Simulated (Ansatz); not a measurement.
The parent structure is Mo in the bcc (W type) structure (space group Im-3m, No. 229; relaxed with 0.1 eV smearing).

```
Mo
1.0
   -1.57548     1.57548     1.57548
    1.57548    -1.57548     1.57548
    1.57548     1.57548    -1.57548
Mo
1
Direct
  0.00000   0.00000   0.00000
```

Cartesian axes are those of the cell as printed.

The values are results of r2SCAN (Ansatz, an electronic-structure program; PAW; 500 eV plane waves; no SOC), not measurements.

Before the change:

The pressure comes out as 0.0 GPa.

One thing is altered: biaxial strain +2.00 %, plane normal [001], relaxed out of plane (Cartesian); in-plane vectors clamped, the third vector and the atoms free.

**Question.** How does this affect the energy relative to the base and pressure?

**Answer.** The energy increases by 20 meV/atom; the pressure (mean of the normal stresses, compression positive) goes from zero to -6.8 GPa.

No phonon test of stability was made. The final runs are not spin-polarised.
